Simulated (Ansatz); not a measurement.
A 16-atom cell of Ni(Si,Ge) started in the MnP type structure, site fractions Si 0.125, Ge 0.875, short-range order -0.14 among the nearest mixed sites of the first mixed sublattice (0 is random, a negative value favours unlike neighbours), space group Cm at the end. The mixed sublattice has 8 sites.

The mixing enthalpy is taken against the end members in the MnP type type (which need not be the stable form of every end member), relaxed in the same cell and mesh.

These are PBE (plane waves to 420 eV, PAW; Ansatz, a program for electronic structure) values and carry that method's errors. Scalar-relativistic, without spin–orbit coupling; the runs are not spin-polarised. Its k-point mesh 6×6×6, Fermi–Dirac width 0.05 eV.

```csv
cell,energy at zero smearing (eV)
NiSi,-51812.307
NiGe,-81082.512
Ni8Ge7Si,-77423.674
```

Work out the mixing enthalpy per mixed site and the interaction parameter Ω of a regular solution.

With x = 7/8 of the second end member, ΔH = [-77423.674 − 1/8 × (-51812.307) − 7/8 × (-81082.512)] / 8 = 7.8 meV against the separate end members. Ω = ΔH / x(1 − x) = 71 meV.
